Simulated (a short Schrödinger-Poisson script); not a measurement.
System: MOS inversion layer, SiO2 on p-type Si(100), at 300 K.

From the gate side: 2.7 nm SiO2; 910 nm Si, acceptors 2.2e17 cm⁻³.

The device is made up for the run: typed textbook-type constants, with dimensions and the other settings drawn at random. SiO2: permittivity 3.9, conduction-band edge (eV) 3.15, gap (eV) 9, electron mass (mₑ) 0.5. Si: permittivity 11.7, conduction-band edge (eV) 0, gap (eV) 1.124, Nv at 300 K (cm⁻³) 3.1e19.

Channel valleys (confinement mass, in-plane density-of-states mass, number): Δ2 0.916, 0.19, 2; Δ4 0.19, 0.417, 4. At the gate the conduction-band edge of layer 1 lies 3.4 eV − eVg above the Fermi level of the channel; the field vanishes at the back. Gaps are held at their typed values at every temperature. Mesh 0.03 nm at interfaces.

From a short Schrödinger-Poisson script (our own, NumPy): 1D Poisson equation in equilibrium, electrons quantum, Hartree (BenDaniel-Duke, 12 states a valley, the channel's in-plane mass for all, wave functions ending at the dielectric), parabolic valleys, classical holes, full ionisation, no traps, pinning or gate leakage.

| Vg (V) | electrons (cm⁻²) | C (μF/cm²) | Δ2 E0 (meV from the Fermi level) | Δ4 E0 (meV from the Fermi level) |
|---|---|---|---|---|
| 0.3 | 2.57e9 | 0.145 | 208.8 | 253.5 |
| 0.45 | 1.69e11 | 0.555 | 98.7 | 146.8 |
| 0.6 | 8.49e11 | 0.890 | 53.7 | 107.0 |
| 0.75 | 1.72e12 | 0.984 | 31.9 | 90.8 |
| 0.9 | 2.66e12 | 1.03 | 17.3 | 81.4 |
| 1.05 | 3.63e12 | 1.05 | 5.9 | 74.9 |
| 1.2 | 4.63e12 | 1.07 | -3.7 | 69.9 |
| 1.35 | 5.63e12 | 1.08 | -12.1 | 65.9 |
| 1.5 | 6.65e12 | 1.09 | -19.8 | 62.5 |
| 1.65 | 7.68e12 | 1.10 | -26.9 | 59.4 |
| 1.8 | 8.71e12 | 1.11 | -33.5 | 56.7 |
| 1.95 | 9.75e12 | 1.11 | -39.9 | 54.3 |
| 2.1 | 1.08e13 | 1.12 | -46.0 | 52.0 |
| 2.25 | 1.18e13 | 1.12 | -52.0 | 49.8 |
| 2.4 | 1.29e13 | 1.12 | -57.7 | 47.7 |
| 2.55 | 1.39e13 | 1.13 | -63.4 | 45.8 |
| 2.7 | 1.50e13 | 1.13 | -68.9 | 43.9 |

Gate voltages with under 1e9 electrons/cm² are left out.

Task: At Vg = 2.7 V the lowest Δ2 subband lies at -68.9 meV from the Fermi level. How many electrons does it hold, and what share of all?

Result: The two-dimensional density of states is g m/(πħ²) = 1.59e11 cm⁻² meV⁻¹ (both spins), kT = 25.9 meV, so n = D kT ln(1 + exp(−E/kT)) = 1.12e13 cm⁻², 0.75 of the 1.50e13 cm⁻² in all.

Task: Compare the slope of the sheet density between 2.4 and 2.7 V with the geometric capacitance of the layers between gate and channel.

Result: q Δn/ΔV = 1.12 μF/cm²; ε0/Σ(t/ε) = 1.28 μF/cm². The ratio is 0.88: the channel acts as a further capacitance in series.
